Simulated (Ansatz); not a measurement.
The reference is BeS in the zinc blende structure (space group F-43m, No. 216).

```
CELL_PARAMETERS angstrom
      0.00000     2.43806     2.43806
      2.43806     0.00000     2.43806
      2.43806     2.43806     0.00000
ATOMIC_POSITIONS crystal
  Be 0.00000 0.00000 0.00000
  S  0.25000 0.25000 0.25000
```

Cartesian axes are those of the cell as printed.

The values are results of PBE, PAW, 420 eV (Ansatz, a quantum-chemistry and plane-wave program; no spin-orbit coupling), not measurements.

Now apply this change: an isotropic linear strain of +2.00 %, atoms relaxed at fixed cell.

### Question
Predict the stress tensor and what it implies for the stiffness.

### Answer
Stress of the strained cell less that of the base (GPa, compression positive):
```
  -4.93    0.00    0.00
   0.00   -4.93    0.00
   0.00    0.00   -4.93
```

Then B = −ΔP/(ΔV/V₀) with ΔV/V₀ = 0.0612 gives secant stiffness values (nonlinear terms included at this strain): B ≈ 81 GPa.

As a check, the harmonic strain energy −½ V₀ Δσ:ε is 13 meV/atom; the computed energy rise is 14 meV/atom.

Whether these cells are dynamically stable was not tested.
